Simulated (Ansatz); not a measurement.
An Ansatz (a first-principles code) input (Kohn–Sham DFT with the PBEsol functional, run in Ansatz with PAW and 420 eV plane waves, without spin-orbit coupling, earlier PAW set):

Ansatz 0.2 input:
```yaml
crystal:
  lattice:
    - [4.0033198485, 0, 0]
    - [-2.0016599243, 3.4669766883, 0]
    - [0, 0, 6.5805113994]
  atoms:
    - { symbol: Al, position: [0.6666666667, 0.3333333333, 0.9998450645] }
    - { symbol: Al, position: [0.3333333333, 0.6666666667, 0.4998450645] }
    - { symbol: As, position: [0.6666666667, 0.3333333333, 0.6253549355] }
    - { symbol: As, position: [0.3333333333, 0.6666666667, 0.1253549355] }
basis: { ecutwfc: 420, ecutrho_ratio: 4, xc_grid: 2, fft_grid_basis: typed }
kpoints: { mp_grid: { grid: [10, 10, 5] } }
hamiltonian:
  xc: pbesol
  dispersion: none
  pseudopotentials: { azcp: { folder: ./paw }, kind: paw }
scf: { occupations: { method: fermi_dirac, width: 0.05 }, convergence: { dr2_threshold: 0.0000000004 } }
output: { forces: true, stress: true }
```

Question: Which symmetry and how many k-points will the program report, and about how many plane waves at Γ?

Answer: Space group P63mc (ITA 186) with 12 operations, k-points 42 of 500, and 1785 plane waves at Γ.

Whether these cells are dynamically stable was not tested. The cell is AlAs in the wurtzite structure (space group P6_3mc, No. 186; a model cell, its experimental status unchecked). This is not the structure that AlAs has at room temperature and ambient pressure.
